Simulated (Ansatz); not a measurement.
Worked calculations on one periodic cell of amorphous Ti₂₀O₄₃Sb₂: Ti20O43Sb2, 65 atoms, volume 822.4 Å³, made by a melt-quench on the CHGNet potential and relaxed with DFT. O atoms were pushed apart under 1.9 Å during the dynamics, to hinder bonds among them. It is a model cell: composition and starting density were chosen by hand, and all elements were melted together. Cycles of charging were run to anneal it. Calculation: PBE, scalar-relativistic without spin-orbit coupling (plane waves to 420 eV, PAW; Ansatz, a first-principles code). Sampling: a 2×2×2 Γ-centred mesh; Fermi-Dirac width 0.02 eV; no spin polarisation. Its volume was held where the quench left it, its shape was free, and it stands at a mean pressure of 1.5 GPa with stress components up to 2.4 GPa; the relaxation ran on the zone centre alone. Its density went from a set 3.81 to 3.81 g/cm³. The cell is small and was quenched far faster than a real film, so it is one sample of the glass.

Problem. Count formal charges (Ti +4, O -2, Sb +3). What does the count lead one to expect at the Fermi level, and what does the calculation give?

Solution. 20 × (+4) + 43 × (-2) + 2 × (+3) = 0. The charges balance, so the anion-derived valence states can be full and a gap can open. On this mesh the highest filled and lowest empty level lie 1.96 eV apart, the PBE gap of this cell.

Four energies for an added electron at PBE on the zone centre alone (charged cells in a uniform background, spin-polarised): neutral at the neutral geometry -87436.446 eV; charged at the neutral geometry -87427.271 eV; charged and relaxed -87427.384 eV; neutral at the charged geometry -87436.216 eV.

Problem. Find the two relaxation energies and their sum, the reorganisation energy.

Solution. On charging: -87427.271 − (-87427.384) = 0.113 eV. On discharging: -87436.216 − (-87436.446) = 0.230 eV. The sum is 0.343 eV. The carrier's level spreads over 8 of the 65 atoms' worth, so it counts as partly localised, most on one Ti atom with neighbours O 1.87 Å, O 1.93 Å, O 1.98 Å, O 2.01 Å, O 2.04 Å, O 2.21 Å (neutral geometry). The values are uncorrected: the image energy of a point charge in this cell, 2.84 × 14.40 / (2 × 9.4) = 2.2 eV before screening, is screened by electrons alone at the fixed geometry and by ions too after relaxing, and the carrier can be spread before it relaxes, so each term can be off by up to that value times 1/ε∞, some tenths of an eV. PBE's self-interaction favours spread-out carriers, so a hybrid can localise more.
